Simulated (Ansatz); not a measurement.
SnSb: pressure series

Take SnSb in the rock salt structure (space group Fm-3m, No. 225; a = 6.087 Å) as the base.

Cell and atoms are relaxed at each pressure.

All numbers come from PBEsol, PAW, 420 eV (Ansatz, a quantum-chemistry and plane-wave program; scalar-relativistic without spin-orbit coupling).

| pressure (GPa) | volume per atom (Å³/atom) |
|---|---|
| -1 | 28.687 |
| 0 | 28.187 |
| 0.3 | ? |
| 0.7 | 27.868 |
| 1.5 | 27.531 |
| 3 | 26.944 |
| 5 | 26.262 |
| 7.5 | 25.530 |
| 10 | 24.886 |

### Question
Fit the third-order Birch–Murnaghan form P(V) = (3B₀/2)[(V₀/V)^(7/3) − (V₀/V)^(5/3)]·[1 + (3/4)(B₀′ − 4)((V₀/V)^(2/3) − 1)] (squares taken in P) to the rows shown and predict the withheld row.

### Answer
Least squares on the printed values gives V₀ = 28.189 Å³/atom, B₀ = 59.8 GPa, B₀′ = 4.7; this predicts 28.050 Å³/atom, and the run gives 28.048 Å³/atom, 0.002 lower.

Load acts through the strain it causes; cell and atoms are relaxed under it. No phonon test of stability was made. No other phases were tried under pressure. The final runs are not spin-polarised. An odd electron count without spin: SnSb.
